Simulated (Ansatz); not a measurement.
H on the 1x1 (110) surface of bcc Ta, one in a 3x3 cell, energies for each (70.1 Å²). Energies are against ½ H2(g), without zero-point or thermal terms; each row is named by its start.

Method: PBE (plane waves to 420 eV, PAW; Ansatz, an electronic-structure program).

Model: 37-atom slab, 6.8 Å thick at the start under the adsorbate (thin: gaps and levels are the slab's own), 4x4x1 mesh, Fermi-Dirac 0.1 eV, dipole correction, 18 atoms held, the rest relaxed; each run with such symmetry as its start has; no spin, no spin-orbit, no U, no dispersion correction.

A negative adsorption energy means that the adsorbate is more stable on the surface than in its reference. Heights count from the host atoms within 0.3 Å of the top one.

```tsv
starting site	E_ads (eV)	height (Å)	nearest host atom (Å)	bonded to	Δ work function (eV)	lateral drift (Å)
top Ta	?	1.94	Ta 1.84	Ta	0.12	0.0
hollow Ta-Ta-Ta	-1.00	1.07	Ta 2.01	3 Ta	-0.04	0.1
bridge Ta-Ta (span 2.9 Å)	-0.77	1.30	Ta 1.94	2 Ta	?	0.0
bridge Ta-Ta (span 3.3 Å)	?	?	Ta 2.01	2 Ta	-0.05	0.0
```

Q: Complete the blanks.

A: 
- top Ta, E_ads (eV): 0.22
- bridge Ta-Ta (span 2.9 Å), Δ work function (eV): -0.03
- bridge Ta-Ta (span 3.3 Å), E_ads (eV): -0.80
- bridge Ta-Ta (span 3.3 Å), height (Å): 1.14
